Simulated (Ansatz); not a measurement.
The parent structure is SiS2 (space group Ibam, No. 72; a = 5.802 Å, b = 9.889 Å, c = 5.546 Å; made of chains).

Levels (all Ansatz, an electronic-structure program, PAW, earlier PAW set): r2SCAN (500 eV, spin-orbit coupling left out); HSE06 (420 eV, no spin-orbit coupling).

The geometry is relaxed with r2SCAN.

| Property | Result |
|---|---|
| r2SCAN band gap | 3.30 eV |

With HSE06 at the same geometry, the band gap increases by 0.72 eV (3.30 eV → 4.02 eV).

Single points use the geometry relaxed with r2SCAN. The hybrid gap comes from the SCF mesh plus the semilocal run's edge points and a few special points and is an upper bound. No phonon test of stability was made. No dispersion term is included, though the crystal is made of layers, chains or molecules, so its spacings can come out too wide.
